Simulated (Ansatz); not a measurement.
The starting structures come from a database of crystals and need not be the phases stable at ambient conditions.

 Where the default PAW files enter, the runs use the earlier of Ansatz's two default sets.

Consider the following.

```
V2O5
1.0
    4.72428     0.00000     0.00000
    2.36214     6.02560     0.00000
    0.00000     1.27213     5.24025
V O
4 10
Direct
  0.09738   0.28576   0.75266
  0.90262   0.71424   0.24734
  0.38314   0.71424   0.74734
  0.61686   0.28576   0.25266
  0.45021   0.21992   0.51755
  0.54979   0.78008   0.48245
  0.67013   0.78008   0.98245
  0.32987   0.21992   0.01755
  0.27362   0.59312   0.13158
  0.72638   0.40688   0.86842
  0.86674   0.40688   0.36842
  0.13326   0.59312   0.63158
  0.11477   0.00000   0.75000
  0.88523   0.00000   0.25000
```

Space group of this cell: C2/c. The cell is taken as given; by r2SCAN its mean pressure is -12.5 GPa.

Level of theory: r2SCAN (plane waves, PAW; Ansatz, a quantum-chemistry and plane-wave program).

The current runs along the normal of the first two printed vectors; no spin-orbit coupling. Scaled by the factor s: all lengths (ions clamped). Meshes 8×8×6 and 8×6 across the current in all rows.

```csv
s,mean pressure (GPa),band gap (eV)
0.98,1.4,1.56
1.00,-12.5,1.42
1.02,-22.8,?
```

**Question.** Take the slope of the band gap against ln s from the two given rows, extrapolate to s = 1.02, and say what the run there gives.

**Answer.** Slope = (1.56 − 1.42) / ln 0.98 = -6.93 eV. The line gives 1.42 + (-6.93) × ln 1.02 = 1.28 eV. The run gives 1.29 eV, 0.01 eV over the line, 5 % of the predicted step.
